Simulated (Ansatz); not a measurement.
ScAu2 (I4/mmm, No. 139; cell taken from a computed entry)

The numbers are results of LDA (Ansatz, a first-principles code, PAW), not measurements.

Settings: plane-wave cutoff 500 eV, 22×22×22 k mesh, Fermi–Dirac smearing 0.1 eV, scalar-relativistic PAW data made under PBE.

Cell (relaxed at this level):

```xyz
3
Lattice="-1.7388 1.7388 4.2986 1.7388 -1.7388 4.2986 1.7388 1.7388 -4.2986" Properties=species:S:1:pos:R:3 pbc="T T T"
Sc     0.0000     0.0000     0.0000
Au     0.0000     0.0000     5.7070
Au     0.0000     0.0000     2.8902
```

```yaml
band_gap: zero (no gap)
```

Note: the relaxation could not lower the start's symmetry, so the cell can be a saddle point above a distorted one.

Spin–orbit coupling is not included; it can shift volumes and moduli of such heavy elements.

Computed values are for the static lattice.
